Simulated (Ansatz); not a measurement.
Consider InSe in the beta-GaS type structure (space group P6_3/mmc, No. 194; a = 4.032 Å, c = 16.763 Å; layered, stacked along the Cartesian z axis).

The values are results of PBE-D3(BJ) (Ansatz, a quantum-chemistry and plane-wave program), without spin-orbit coupling, earlier PAW set, not measurements.

Base values:

- Smallest direct gap = 0.37 eV
- Electron mass = 0.042 mₑ along c, 0.11 mₑ across (at Γ)
- Gap character = direct at Γ
- Band gap = 0.37 eV
- Lattice parameter a = 7.619 bohr

Perturbation: a hydrostatic pressure of 15 GPa.

Question: Estimate the effect on the smallest direct gap.

Answer: The smallest direct gap grows by 1.065 eV (0.37 eV → 1.43 eV).

Question: What does the calculation give for the electron mass after the change?

Answer: The electron mass goes from 0.042 mₑ along c, 0.11 mₑ across (at Γ) to 0.29 mₑ along c, 0.33 mₑ across (at K).

Question: What does the calculation give for the gap character after the change?

Answer: The gap character goes from direct at Γ to indirect, K–Γ (80 % along) → K.

Question: How does this affect the band gap?

Answer: The band gap drops by 0.07 eV (0.37 eV → 0.30 eV).

Question: Predict the new lattice parameter a.

Answer: The lattice parameter a decreases by 0.680 bohr to 6.939 bohr.

Load acts through the strain it causes; cell and atoms are relaxed under it. Effective masses come from finite differences of ±0.01 Å⁻¹. Stability against distortions was not tested. No other phases were tried under pressure.
